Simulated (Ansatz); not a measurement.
Base system: Se (space group P3_121, No. 152; a = 4.529 Å, c = 5.042 Å; made of chains). Axes: x lies along a and z along c of the hexagonal cell.

(Cell as relaxed with PBE.)

Levels (all Ansatz, a program for electronic structure, PAW, earlier PAW set): PBE (420 eV, no spin-orbit coupling); r2SCAN (500 eV, spin-orbit coupling left out).

Each level relaxes its own structure.

```tsv
base	PBE	r2SCAN
volume per atom	29.86 Å³	29.25 Å³
lattice parameter a	4.529 Å	4.507 Å
band gap	1.04 eV	1.33 eV
```

It is then changed as follows: biaxial strain +0.93 %, plane normal [001], relaxed out of plane (Cartesian); in-plane vectors clamped, the third vector and the atoms free.

| quantity | PBE | r2SCAN |
|---|---|---|
| pressure (mean of the normal stresses, compression positive) | -0.05 GPa | [?] |
| volume per atom | 30.35 Å³ | [?] |
| electron mass | 0.17 mₑ out of plane, 0.40 mₑ in plane (at H) | [?] |

Q: Given the PBE results, estimate those of r2SCAN.

A: 
- pressure (mean of the normal stresses, compression positive), r2SCAN: -0.08 GPa
- volume per atom, r2SCAN: 29.71 Å³
- electron mass, r2SCAN: 0.19 mₑ out of plane, 0.47 mₑ in plane (at H)

PBE's volume per atom lies 0.64 Å³ above r2SCAN's (2.2 %). Neither level is exact; r2SCAN is the comparison here, not a measurement.

Effective masses come from finite differences of ±0.01 Å⁻¹. Stability against distortions was not tested. No dispersion term is included, though the crystal is made of layers, chains or molecules, so its spacings can come out too wide.
